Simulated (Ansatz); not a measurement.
Take KBr in the rock salt structure (space group Fm-3m, No. 225; a = 6.5491 Å) as the base.

The change: an isotropic linear strain of +2.50 %, atoms relaxed at fixed cell.

Method: PBEsol (Ansatz, an electronic-structure program), no spin-orbit coupling.

Base, band edges from the VBM (valence, conduction): X -0.30, 5.72; W -0.57, 7.30; L -0.36, 6.48; Γ 0.00, 4.34; K -0.35, 6.47; U -0.35, 6.47 eV.

Q: Give the band edges at the high-symmetry points of the new zone, measured from its valence-band maximum.

A: 
```tsv
point	valence edge (eV)	conduction edge (eV)
Γ	0.00	4.16
X	-0.27	5.81
U	-0.31	6.47
K	-0.31	6.47
L	-0.30	6.34
W	-0.50	7.22
```

The gap is 4.16 eV, direct at Γ.

Whether these cells are dynamically stable was not tested.
